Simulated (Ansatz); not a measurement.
## Effect of pressure 30 GPa on Cu

Take Cu in the fcc (Cu type) structure (space group Fm-3m, No. 225; a = 3.5768 Å) as the base.

It is then changed as follows: a hydrostatic pressure of 30 GPa.

The values are results of r2SCAN (Ansatz, an electronic-structure program, PAW, no SOC), not measurements. Settings: 22×22×22 k-points, 0.05 eV Fermi–Dirac smearing.

Volume per atom: 10.03 Å³ (base 11.44 Å³)
Density: 10.52 g/cm³ (base 9.22 g/cm³)
Lattice parameter a: 3.423 Å (base 3.577 Å)
Shortest interatomic distance: 2.420 Å (base 2.529 Å)
Enthalpy H = E + PV relative to the base's energy: +1.99 eV/atom
Band gap: zero (base zero)

Final structure:

```
CELL_PARAMETERS angstrom
      0.00000     1.71152     1.71152
      1.71152     0.00000     1.71152
      1.71152     1.71152     0.00000
ATOMIC_POSITIONS crystal
  Cu 0.00000 0.00000 0.00000
```

Cost of the whole job for the changed cell (relaxation, final SCF and bands): very roughly 27 core-seconds.

Load acts through the strain it causes; cell and atoms are relaxed under it. Whether these cells are dynamically stable was not tested. Competing high-pressure phases were not computed. All final runs are without spin polarisation.
